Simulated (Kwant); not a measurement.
Device: stadium cavity between two wires in a Si two-dimensional gas. Effective mass 0.19 mₑ, grid spacing 17 nm, hard walls, nominal width 200 nm (11 grid rows, so walls 204 nm apart), one parabolic valley, scattering region 1400 nm long along x; energies count from the band bottom; Fermi energy swept from 3.9582e-05 to 0.00059373 eV. Cavity of radius 290 nm, straight part 290 nm, centre moved sideways by 0 nm.

The device is made up for the run: typed textbook-type constants, with dimensions and the other settings drawn at random.

Computed with Kwant: effective-mass tight-binding model on a square grid, one spin, coherent transport at 0 K. Conductance is in e²/h.

How many channels do the leads carry at E = 0.314, 0.319 meV?

The hard-wall thresholds are n² ħ²π²/(2mW²) = n² × 0.0476 meV with W = 204 nm. √(0.314/0.0476) = 2.57, so 2. √(0.319/0.0476) = 2.59, so 2.
